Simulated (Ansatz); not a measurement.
```yaml
crystal:
  lattice:
    - [0.00000, 1.79028, 1.79028]
    - [1.79028, 0.00000, 1.79028]
    - [1.79028, 1.79028, 0.00000]
  atoms:
    - { symbol: N, position: [0.25000, 0.25000, 0.25000] }
    - { symbol: B, position: [0.00000, 0.00000, 0.00000] }
```

Dynamical quadrupoles are not included in the interpolation of the phonons between the solved wave vectors.

**Question.** What linear thermal expansion coefficient does quasi-harmonic approximation on LDA density-functional theory in Ansatz (plane waves, PAW) give at 1000 K, and what isobaric heat capacity per mole of formula units and Grüneisen parameter?

**Answer.** α = 5.4 × 10⁻⁶ K⁻¹; C_P = 44.6 J/(mol K); γ = 0.99. Whether this phase is the stable one at each condition was not tested.

The PAW data sets were generated under PBE and serve the other functionals too.

Ansatz is a program for electronic structure.
